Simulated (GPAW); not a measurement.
A self-consistent single point of Ta (Im-3m, 1 atom in the cell) with GPAW.

Method of the run: PBE, GPAW PAW datasets PBE (gpaw-data 1.0.1) (plane waves; GPAW).

The change in words: lattice scaled by 0.98. Reference geometry:
```yaml
crystal:
  lattice:
    - [-1.65000, 1.65000, 1.65000]
    - [1.65000, -1.65000, 1.65000]
    - [1.65000, 1.65000, -1.65000]
  atoms:
    - { symbol: Ta, position: [0.00000, 0.00000, 0.00000] }
```

Reference input (self-consistent single point, DFT PBE, plane waves, GPAW PAW datasets PBE (gpaw-data 1.0.1)): mode = pw; ecut = 600 eV; xc = PBE; kpts = 14 14 14; mesh shift (steps) = 0 0 0; occupations.name = fermi-dirac; occupations.width = 0.05 eV; nbands = -7; convergence.density = 1e-05 e/electron; convergence.energy = 1e-05 eV/electron; symmetry.symmorphic = false; symmetry.tolerance = 0.0005. This run's input differs from it in these lines:

```diff
@@ -5,5 +5,5 @@
 atoms = Atoms(['Ta'],
-              cell=[[-1.650000, 1.650000, 1.650000],
-                    [1.650000, -1.650000, 1.650000],
-                    [1.650000, 1.650000, -1.650000]],
+              cell=[[-1.617000, 1.617000, 1.617000],
+                    [1.617000, -1.617000, 1.617000],
+                    [1.617000, 1.617000, -1.617000]],
               positions=[[0.000000, 0.000000, 0.000000]],
```

The program printed (abridged):

```
     iter     time        total  log10-change:
                         energy   eigst   dens
iter:   1 --:--:--    -9.916905
iter:   2 --:--:--    -9.903520   -1.78  -1.38
iter:   3 --:--:--    -9.888736   -1.26  -1.40
iter:   4 --:--:--    -9.835766   -3.28  -1.80
iter:   5 --:--:--    -9.809204   -2.93  -2.00
iter:   6 --:--:--    -9.800363   -2.80  -2.28
iter:   7 --:--:--    -9.800373   -4.70  -3.28
iter:   8 --:--:--    -9.800223   -4.91  -3.19
iter:   9 --:--:--    -9.800223   -6.79  -4.75
iter:  10 --:--:--    -9.800224c  -8.07c -4.82
iter:  11 --:--:--    -9.800224c  -8.38c -4.68
iter:  12 --:--:--    -9.800224c -10.32c -5.46c
Converged after 12 iterations.

Dipole moment: (0.000000, 0.000000, -0.000000) |e|*Ang

Energy contributions relative to reference atoms: (reference = -424172.441401)

Kinetic:        +16.433645
Potential:      -15.519029
External:        +0.000000
XC:             -10.455025
Entropy (-ST):   -0.008963
Local:           -0.255333
SIC:             +0.000000
--------------------------
Free energy:     -9.804705
Extrapolated:    -9.800224

Showing only first 2 kpts
 Kpt  Band  Eigenvalues  Occupancy
  0     4      4.64773    2.00000
  0     5     13.47326    0.00000
  0     6     13.47326    0.00000
  0     7     13.47326    0.00000

  1     4      4.89228    2.00000
  1     5     13.31134    0.00001
  1     6     13.42311    0.00000
  1     7     13.71380    0.00000

Fermi level: 12.71673

No gap
No difference between direct/indirect transitions
Energy (eV): -9.800224

Forces in eV/Ang:
  0 Ta   -0.00000   -0.00000    0.00000

Stress tensor:
    -0.115127    -0.000000     0.000000
    -0.000000    -0.115127     0.000000
     0.000000     0.000000    -0.115127
Stress (GPa, Voigt): [-18.4454 -18.4454 -18.4454   0.       0.      -0.    ]
```

The run converged in 12 iterations. GPAW prints stress with tension positive. Against the reference run the free energy rises by 71.4 meV/atom and the pressure goes from 3.82 to 18.45 GPa.

The starting cell has typed, rounded lattice constants, without a prior relaxation at this level. For this run, on top of that: lattice scaled by 0.98. Spin polarisation is off. With a pressure of about 18 GPa the cell is away from its equilibrium volume at this level.
